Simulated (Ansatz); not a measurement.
The structure below was relaxed with PBE-D3(BJ)/PAW in Ansatz (an electronic-structure program), no spin-orbit coupling, at pressure 7.5 GPa.

Space group P6₃/mmc (No. 194); a = b = 3.393 Å, c = 13.039 Å, α = β = 90.00°, γ = 120.00°

```json
[
 {"atom": "Te", "site": "4f", "symmetry": "3m.", "x": "0.6667", "y": "0.3333", "z": "0.1097"},
 {"atom": "Mo", "site": "2c", "symmetry": "-6m2", "x": "0.3333", "y": "0.6667", "z": "0.2500"}
]
```

### Question
Write out a cell with all atoms.

### Answer
```
MoTe2
1.0
    3.39302     0.00000     0.00000
   -1.69651     2.93844     0.00000
    0.00000     0.00000    13.03857
Te Mo
4 2
Direct
  0.66667   0.33333   0.39034
  0.33333   0.66667   0.89034
  0.33333   0.66667   0.60966
  0.66667   0.33333   0.10966
  0.66667   0.33333   0.75000
  0.33333   0.66667   0.25000
```
This is the conventional cell.

Load acts through the strain it causes; cell and atoms are relaxed under it. Whether these cells are dynamically stable was not tested. Competing high-pressure phases were not computed. All final runs are without spin polarisation. The cell was made from MoTe2 (space group P6_3/mmc, No. 194; layered, stacked along the Cartesian z axis) by this change: pressure 7.5 GPa.
